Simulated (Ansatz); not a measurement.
**PBE against r2SCAN: GaSb**

Consider GaSb in the zinc blende structure (space group F-43m, No. 216; a = 6.2135 Å).

(Cell as relaxed with PBE.)

Levels (all Ansatz, a first-principles code, PAW): PBE (420 eV, no spin-orbit coupling); r2SCAN (500 eV, without spin-orbit coupling).

Each level relaxes its own structure.

| quantity | PBE | r2SCAN |
|---|---|---|
| volume per atom | 29.99 Å³ | [?] |
| lattice parameter a | 11.742 bohr | [?] |
| band gap | zero | [?] |

**Question.** Given the PBE results, estimate those of r2SCAN.

**Answer.** 
- volume per atom, r2SCAN: 28.83 Å³
- lattice parameter a, r2SCAN: 11.589 bohr
- band gap, r2SCAN: 0.41 eV

PBE's volume per atom lies 1.16 Å³ above r2SCAN's (4.0 %); PBE's lattice parameter a lies 0.153 bohr above r2SCAN's (1.3 %); they disagree on the band gap. Neither level is exact; r2SCAN is the comparison here, not a measurement.

Spin-orbit coupling, missing from the scalar runs, can matter with Sb. No phonon test of stability was made. The final runs are not spin-polarised. The zero or small gap of GaSb can change with the level of theory.
